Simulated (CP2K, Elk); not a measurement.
A CP2K input for a self-consistent single point of BaTe (Fm-3m, 2 atoms in the cell) (DFT PBE, GPW, DZVP-MOLOPT-SR-GTH basis, GTH-PBE potentials (GTH_POTENTIALS)):

```
&GLOBAL
  PROJECT run
  RUN_TYPE ENERGY_FORCE
  PRINT_LEVEL LOW
&END GLOBAL
&FORCE_EVAL
  METHOD Quickstep
  STRESS_TENSOR ANALYTICAL
  &DFT
    BASIS_SET_FILE_NAME BASIS_MOLOPT
    POTENTIAL_FILE_NAME GTH_POTENTIALS
    &QS
      METHOD GPW
      EPS_DEFAULT 1E-11
    &END QS
    &MGRID
      CUTOFF 500
      REL_CUTOFF 40
      NGRIDS 5
    &END MGRID
    &SCF
      SCF_GUESS ATOMIC
      EPS_SCF 1E-6
      MAX_SCF 100
      ADDED_MOS 4
      &DIAGONALIZATION
        ALGORITHM STANDARD
      &END DIAGONALIZATION
      &MIXING
        METHOD BROYDEN_MIXING
        ALPHA 0.3
        NBUFFER 12
        BETA 1.5
      &END MIXING
      &SMEAR ON
        METHOD FERMI_DIRAC
        ELECTRONIC_TEMPERATURE [K] 580.23
      &END SMEAR
    &END SCF
    &KPOINTS
      SCHEME MONKHORST-PACK 6 6 6
      GAMMA_CENTERED T
    &END KPOINTS
    &XC
      &XC_FUNCTIONAL PBE
      &END XC_FUNCTIONAL
    &END XC
    &PRINT
      &MO
        EIGENVALUES T
        OCCUPATION_NUMBERS T
        NDIGITS 8
        FILENAME mo
        &EACH
          QS_SCF 0
        &END EACH
        ADD_LAST NUMERIC
      &END MO
      &MULLIKEN OFF
      &END MULLIKEN
    &END PRINT
  &END DFT
  &SUBSYS
    &CELL
      ABC 4.90248000 4.90247981 4.90247985
      ALPHA_BETA_GAMMA 59.99999942 59.99999899 59.99999871
      PERIODIC XYZ
    &END CELL
    &COORD
      Ba       0.00000000     0.00000000     0.00000000
      Te       4.90248000     2.83044800     2.00142900
    &END COORD
    &KIND Ba
      BASIS_SET DZVP-MOLOPT-SR-GTH-q10
      POTENTIAL GTH-PBE-q10
    &END KIND
    &KIND Te
      BASIS_SET DZVP-MOLOPT-SR-GTH-q6
      POTENTIAL GTH-PBE-q6
    &END KIND
  &END SUBSYS
  &PRINT
    &FORCES ON
    &END FORCES
    &STRESS_TENSOR ON
    &END STRESS_TENSOR
  &END PRINT
&END FORCE_EVAL
```

Translate this input to Elk.

This is the input that was run; spellings and numerical settings could be chosen otherwise.

```
tasks
  0

xctype
  20

rgkmax
  7.0

stype
  3

swidth
  0.00183747

avec
    0.0000000000    6.5508811199    6.5508811199
    6.5508811199    0.0000000000    6.5508811199
    6.5508811199    6.5508811199    0.0000000000

atoms
  2   : nspecies
  'Ba.in'   : spfname
  1   : natoms; atposl, bfcmt below
  0.0000000000  0.0000000000  0.0000000000    0.0 0.0 0.0
  'Te.in'   : spfname
  1   : natoms; atposl, bfcmt below
  0.5000000000  0.5000000000  0.5000000000    0.0 0.0 0.0

ngridk
  6 6 6
```

Basis, cutoffs, solver keys and any potentials are the target program's own. This input uses DFT, PBE, all-electron FP-LAPW, Elk's shipped species files, default APW+lo basis. Both were run: gap on the mesh 2.025 eV in CP2K and 1.547 in Elk.

On CP2K: the starting cell comes from a database of computed structures (which also holds hypothetical and non-ambient phases and stackings), without a prior relaxation at this level. Its lattice was rescaled by a random factor within 2.5 % of one. Spin-orbit coupling is off. Values carry the incompleteness of an atom-centred basis.

On Elk: the starting cell comes from a database of computed structures (which also holds hypothetical and non-ambient phases and stackings), without a prior relaxation at this level. Its lattice was rescaled by a random factor within 2.5 % of one. Spin-orbit coupling is off. Values depend on the basis (sphere radii, cutoffs, local orbitals), which need not be converged.
